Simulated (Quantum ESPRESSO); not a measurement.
Input and output of a self-consistent single point for PrCuO2 (R3m, 4 atoms in the cell) (Quantum ESPRESSO).

Computed with PBEsol, SSSP 1.1.2 precision (PBE) pseudopotentials (plane waves; Quantum ESPRESSO 7.5).

```yaml
crystal:
  lattice:
    - [1.88468, -1.08812, 5.64217]
    - [0.00000, 2.17625, 5.64217]
    - [-1.88468, -1.08812, 5.64217]
  atoms:
    - { symbol: Pr, position: [0.50295, 0.50295, 0.50295], spin: 2.0 }
    - { symbol: Cu, position: [0.00000, 0.00000, 0.00000] }
    - { symbol: O, position: [0.89421, 0.89421, 0.89421] }
    - { symbol: O, position: [0.10579, 0.10579, 0.10579] }
```
(The spins are starting values, not results.)

Reference input (self-consistent single point, DFT, PBEsol, plane waves, SSSP 1.1.2 efficiency (PBE) pseudopotentials): ecutwfc = 55 Ry; ecutrho = 440 Ry; occupations = smearing; smearing = fd; degauss = 0.0036749 Ry; nspin = 2; input_dft = pbesol; potentials = {Pr: Pr.GGA-PBE-paw-v1.0.UPF, Cu: Cu_pbe_v1.2.uspp.F.UPF, O: O.pbe-n-kjpaw_psl.0.1.UPF}; K_POINTS = automatic 3 3 3 0 0 0; conv_thr = 1e-10 Ry; mixing_beta = 0.4. This run's input differs from it in these lines:

```diff
@@ -14,4 +14,4 @@
   ntyp = 3,
-  ecutwfc = 55,
-  ecutrho = 440,
+  ecutwfc = 34,
+  ecutrho = 272,
   occupations = 'smearing',
@@ -29,3 +29,3 @@
 Pr   140.9077  Pr.GGA-PBE-paw-v1.0.UPF
-Cu    63.5460  Cu_pbe_v1.2.uspp.F.UPF
+Cu    63.5460  Cu_ONCV_PBE-1.0.oncvpsp.upf
 O     15.9990  O.pbe-n-kjpaw_psl.0.1.UPF
```

Log, with long lists cut:

```
     Self-consistent Calculation

     iteration #  1     ecut=    34.00 Ry     beta= 0.40

     total energy              =    -883.96016375 Ry
     estimated scf accuracy    <      94.16136472 Ry

     total magnetization       =     3.55 Bohr mag/cell
     absolute magnetization    =     3.57 Bohr mag/cell

     iteration #  2     ecut=    34.00 Ry     beta= 0.40

     total energy              =    -938.69762626 Ry
     estimated scf accuracy    <     184.68055074 Ry

     total magnetization       =     0.37 Bohr mag/cell
     absolute magnetization    =     0.39 Bohr mag/cell

     iteration #  3     ecut=    34.00 Ry     beta= 0.40

   [... lines left out ...]

   [... 95 blocks of this kind left out ...]

     iteration # 99     ecut=    34.00 Ry     beta= 0.40

     total energy              =    -942.85669250 Ry
     estimated scf accuracy    <       0.00000120 Ry

     total magnetization       =     0.17 Bohr mag/cell
     absolute magnetization    =     0.61 Bohr mag/cell

     iteration #100     ecut=    34.00 Ry     beta= 0.40

     total energy              =    -942.85664948 Ry
     estimated scf accuracy    <       0.00000162 Ry

     total magnetization       =     0.17 Bohr mag/cell
     absolute magnetization    =     0.61 Bohr mag/cell
     End of self-consistent calculation

     convergence NOT achieved after 100 iterations: stopping

   JOB DONE.
```

The run ended unconverged after 100 iterations.  The full log also holds: “c_bands:  3 eigenvalues not converged”. The full log also holds: “c_bands:  2 eigenvalues not converged”.

The starting cell comes from a database of computed structures (which also holds hypothetical and non-ambient phases and stackings), without a prior relaxation at this level. Its lattice was rescaled by up to half a per cent. One atom was moved a little off its site on purpose. Spin-orbit coupling is off.

Cost on one core of a shared machine: roughly 6 min.
